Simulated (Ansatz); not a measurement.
**Quick settings and what they miss: Al5BiN4 (R3m, 10 atoms in the cell)**

Self-consistent single point.

```
Al5BiN4
1.0
    1.58378     0.91439    16.56777
   -1.58378     0.91439    16.56777
    0.00000    -1.82879    16.56777
Al Bi N
5 1 4
Direct
  0.96595   0.96595   0.96595
  0.58138   0.58138   0.58138
  0.19661   0.19661   0.19661
  0.81176   0.81176   0.81176
  0.42663   0.42663   0.42663
  0.36838   0.36838   0.36838
  0.92669   0.92669   0.92669
  0.54236   0.54236   0.54236
  0.15754   0.15754   0.15754
  0.77265   0.77265   0.77265
```

Method: PBEsol, PAW files made with PBE (plane waves; Ansatz, a first-principles code).

Base settings: basis.ecutwfc = 420 eV; kpoints.mp_grid.grid = 10 10 10; hamiltonian.xc = pbesol; hamiltonian.pseudopotentials = {kind: paw} (the program's default PAW files); scf.occupations.method = cold; scf.occupations.width = 0.272 eV.

Tight run (finer mesh or higher cutoff; not a proven limit): basis.ecutwfc: 420 eV → 590 eV; kpoints.mp_grid.grid: 10 10 10 → 14 14 14; scf.convergence.dr2_threshold: default (1e-07 eV) → 1e-09 eV. It gave Fermi level (on the code's own zero) 8.43 eV; pressure -6.61 GPa; largest force (vector length) 0.328 eV/Å.

Quick runs, as changes from the base:
- A: the base itself
- B: basis.ecutwfc: 420 eV → 335 eV; kpoints.mp_grid.grid: 10 10 10 → 2 2 2; kpoints.mp_grid.shift: default → 0.5 0.5 0.5
- C: basis.ecutwfc: 420 eV → 250 eV; kpoints.mp_grid.grid: 10 10 10 → 6 6 6
- D: basis.ecutwfc: 420 eV → 335 eV; kpoints.mp_grid.grid: 10 10 10 → 6 6 6; kpoints.mp_grid.shift: default → 0.5 0.5 0.5
- E: basis.ecutwfc: 420 eV → 210 eV; kpoints.mp_grid.grid: 10 10 10 → 4 4 4; scf.convergence.dr2_threshold: default (1e-07 eV) → 0.0001 eV
- F: basis.ecutwfc: 420 eV → 210 eV; kpoints.mp_grid.grid: 10 10 10 → 8 8 8; hamiltonian.xc: pbesol → lda; scf.occupations.method: cold → fermi_dirac; kpoints.mp_grid.shift: default → 0.5 0.5 0.5 [LDA (PW92)]

Energies are extrapolated to zero smearing width, which holds to low order in the width alone.

Dashes: energy of F, another energy zero.

† marks runs with another functional, U, potentials or spin treatment: their distance from the tight run is not a convergence error alone.

The count of work is k-points × plane waves × bands × iterations; it is no time. 

Pressures in the table are Ansatz's without its Pulay estimate, at a fixed set of plane waves; the tight run's value above holds the estimate.

The starting cell comes from a database of computed structures (which also holds hypothetical and non-ambient phases and stackings), without a prior relaxation at this level. Its lattice was rescaled by a random factor within 2.5 % of one. In the base run, with a pressure of about -7 GPa the cell is away from its equilibrium volume at this level. The run gives no clean gap (levels at the Fermi energy touch, overlap or are partly filled at this smearing), which alone does not show that the compound is a metal.

| run | energy less tight (meV/atom) | pressure less tight (GPa) | largest miss in a force vector (eV/Å) | count of work / tight |
|---|---|---|---|---|
| A | 5.9 | -0.23 | 0.037 | 0.19 |
| B | 217.1 | -3.93 | 1.060 | 0.0015 |
| C | 408.7 | -19.08 | 0.091 | 0.022 |
| D | 48.9 | -1.96 | 0.069 | 0.021 |
| E | 1280.7 | -50.40 | 0.514 | 0.0048 |
| F† | – | -53.84 | 0.317 | 0.036 |

Among the runs at the tight run's level, the energy misses run from 5.9 to 1280.7 meV/atom.

Keys are those of Ansatz 0.2.
